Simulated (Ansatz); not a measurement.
**Several settings converged on RbRuF₆ (R3m, 8 atoms in the cell)**

```
RbRuF6
1.0
    3.82287     2.20714     2.50449
   -3.82287     2.20714     2.50449
    0.00000    -4.41428     2.50449
Rb Ru F
1 1 6
Direct
  0.50665   0.50665   0.50665
  0.00000   0.00000   0.00000
  0.25993   0.25993   0.91880
  0.74008   0.74008   0.08120
  0.91880   0.25993   0.25993
  0.08120   0.74008   0.74008
  0.25993   0.91880   0.25993
  0.74008   0.08120   0.74008
```
Moments meant for the start (each program seeds them in its own way; μB, in the order of the atoms Rb Ru F F F F F F): 0.0 2.0 0.0 0.0 0.0 0.0 0.0 0.0.

Base method: PBEsol, default PAW files made with PBE (plane waves; Ansatz, a first-principles code).

Base settings: basis.ecutwfc = 30.9 Ry; kpoints.mp_grid.grid = 3 3 3; hamiltonian.xc = pbesol; hamiltonian.pseudopotentials = {kind: paw} (the program's default PAW files); magnetization.spin_polarized = true; scf.occupations.method = fermi_dirac; scf.occupations.width = 0.0037 Ry.

The count of work is k-points × plane waves × bands × iterations; it is no time. Core times come from one kind of shared machine, to one figure; runs under 30 s give none.

**The cutoff for other potential files**

Level: DFT, PBEsol, plane waves, harder PAW files (source: ansatz) made with PBE.

In this ladder: hamiltonian.pseudopotentials = {kind: paw, source: ansatz}.

The second cell is the first with its lattice scaled by 0.98.

The mesh stays at the base's, so the ladder's end is converged at best in this setting alone.

The first pressure column holds Ansatz's estimate of the finite-basis (Pulay) stress, which hides part of the cutoff error; the other is without it.

Only quantities that move along the ladder and can be compared are tabulated.

```tsv
basis.ecutwfc	free energy less the last step's (meV/atom)	energy of the compressed cell less the first (meV/atom)	pressure (GPa)	pressure without the Pulay estimate (GPa)	largest difference of a force vector from the last step's (eV/Å)	count of work / last	core time / last (rough)
34.5 Ry	2456.34	33.04	1.53	-93.83	0.031	0.097	–
42.6 Ry	614.55	22.59	1.40	-30.34	0.054	0.13	–
54 Ry	68.69	25.31	1.18	-3.98	0.004	0.19	–
65.4 Ry	5.15	25.52	1.22	0.67	0.001	0.28	0.3
77.2 Ry	0.63	25.55	1.22	1.20	0.001	0.36	0.4
92.6 Ry	0.34	25.54	1.22	1.21	0.000	0.47	0.5
115.8 Ry	0.15	25.53	1.22	1.21	0.000	0.65	0.7
154.3 Ry	0.00	25.53	1.22	1.21	0.000	1.0	1
```

Coarsest basis.ecutwfc that holds the pressure without the Pulay estimate within 0.1 GPa of the last step, with all finer ones: 77.2 Ry, at 0.36 of the last step's count of work and about 0.4 of the last step's time; the step before is off by 0.55 GPa.

Coarsest basis.ecutwfc that holds the forces within 0.02 eV/Å of the last step, with all finer ones: 54 Ry, at 0.19 of the last step's count of work; the step before is off by 0.054 eV/Å.

Coarsest basis.ecutwfc that holds the free energy within 1 meV/atom of the last step, with all finer ones: 77.2 Ry, at 0.36 of the last step's count of work and about 0.4 of the last step's time; the step before is off by 5.2 meV/atom.

The energy difference between the two cells stays within 1 meV/atom of the last step's from 54 Ry on, the total only from 77.2 Ry on: much of the error is common to both cells and cancels.

At the lowest cutoff the pressure without the Pulay estimate lies 95.0 GPa under the last step's, the usual sign of Pulay stress in an incomplete plane-wave basis.

**The density cutoff**

The mesh stays at the base's, so the ladder's end is converged at best in this setting alone.

Only quantities that move along the ladder and can be compared are tabulated.

```csv
basis.ecutrho_ratio,free energy less the last step's (meV/atom),pressure (GPa),largest difference of a force vector from the last step's (eV/Å)
2,-5.52,1.97,0.012
3,0.12,1.18,0.000
4,0.00,1.20,0.000
5,0.00,1.20,0.000
6,0.00,1.20,0.000
8,0.00,1.20,0.000
10,0.00,1.20,0.000
12,0.00,1.20,0.000
16,0.00,1.20,0.000
```

Coarsest basis.ecutrho_ratio that holds the pressure within 0.1 GPa of the last step, with all finer ones: 3; the step before is off by 0.77 GPa.

Coarsest basis.ecutrho_ratio that holds the forces within 0.005 eV/Å of the last step, with all finer ones: 3; the step before is off by 0.012 eV/Å.

Coarsest basis.ecutrho_ratio that holds the free energy within 0.5 meV/atom of the last step, with all finer ones: 3; the step before is off by 5.5 meV/atom.

**The relaxed cell against the cutoff**

On RbRuF6 (R-3m, 8 atoms in the cell): atoms on their sites.

In this ladder: relax = cell and atoms.

The mesh stays at the base's, so the ladder's end is converged at best in this setting alone.

Only quantities that move along the ladder and can be compared are tabulated.

| basis.ecutwfc | relaxed volume (Å³/atom) | relaxation steps |
|---|---|---|
| 18.4 Ry | 16.090 | 59 |
| 21.7 Ry | 16.672 | 27 |
| 26.1 Ry | 16.544 | 17 |
| 30.9 Ry | 16.596 | 10 |
| 37.1 Ry | 16.651 | 4 |
| 46.3 Ry | 16.645 | 4 |
| 61.7 Ry | 16.649 | 4 |

Coarsest basis.ecutwfc that holds the relaxed volume within 0.017 Å³/atom of the last step, with all finer ones: 37.1 Ry; the step before is off by 0.053 Å³/atom.

At the lowest cutoff the cell relaxes to a volume 3.4 % smaller than at the highest. Ansatz relaxes on a stress corrected for the finite basis.

On the base run: the starting cell comes from a database of computed structures (which also holds hypothetical and non-ambient phases and stackings), without a prior relaxation at this level. Its lattice was rescaled by up to half a per cent. One atom was moved a little off its site on purpose. With one magnetic atom in the cell only a parallel order is possible.

Left out of this page: 1 run of the series failed or unconverged.

Keys are those of Ansatz 0.2.
